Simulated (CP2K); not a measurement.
Band structure of WSe2 (P6_3/mmc, 6 atoms in the cell).

```yaml
crystal:
  lattice:
    - [3.27967, 0.00000, 0.00000]
    - [-1.63984, 2.84028, 0.00000]
    - [0.00000, 0.00000, 12.95870]
  atoms:
    - { symbol: W, position: [0.33333, 0.66667, 0.25000] }
    - { symbol: W, position: [0.66667, 0.33333, 0.75000] }
    - { symbol: Se, position: [0.33333, 0.66667, 0.87900] }
    - { symbol: Se, position: [0.66667, 0.33333, 0.37900] }
    - { symbol: Se, position: [0.66667, 0.33333, 0.12100] }
    - { symbol: Se, position: [0.33333, 0.66667, 0.62100] }
```

Method: PBE, GPW, DZVP-MOLOPT-PBE-GTH basis, GTH-PBE potentials (POTENTIAL_UZH) run with CP2K.

Settings: CUTOFF = 500 Ry; REL_CUTOFF = 50 Ry; SMEAR/METHOD = FERMI_DIRAC; ELECTRONIC_TEMPERATURE = 232.09 K; KPOINTS/SCHEME = MONKHORST-PACK 5 5 1; XC_FUNCTIONAL = PBE; W/BASIS_SET = DZVP-MOLOPT-PBE-GTH-q14; W/POTENTIAL = GTH-PBE-q14; Se/BASIS_SET = DZVP-MOLOPT-PBE-GTH-q6; Se/POTENTIAL = GTH-PBE-q6; METHOD = GPW; EPS_DEFAULT = 1e-10; EXTRAPOLATION = USE_GUESS; NGRIDS = 5.

The starting cell has typed, rounded lattice constants, without a prior relaxation at this level. Its lattice was rescaled by a random factor within 2.5 % of one. Spin-orbit coupling is off. Values carry the incompleteness of an atom-centred basis.

Task: Predict the gap along the standard path and the places of the band edges.

Result: The gap along the path is 0.97 eV, from Γ to a point between K and Γ; the smallest direct gap on it is 1.56 eV.

Levels in eV from the top of the valence band on the SCF mesh, bands 23 to 27:
| point | 23 | 24 | 25 | 26 | 27 |
|---|---|---|---|---|---|
| Γ | -1.51 | -1.13 | -1.13 | 0.00 | 2.66 |
| M | -1.46 | -1.38 | -1.29 | -1.14 | 2.18 |
| K | -2.61 | -2.61 | -0.44 | -0.20 | 1.36 |
| A | -1.54 | -1.54 | -0.23 | -0.23 | 2.66 |
| L | -1.36 | -1.36 | -1.26 | -1.26 | 2.20 |
| H | -2.79 | -2.79 | -0.34 | -0.34 | 1.36 |

Higher empty bands are left out: an atom-centred basis made for the valence describes them poorly.
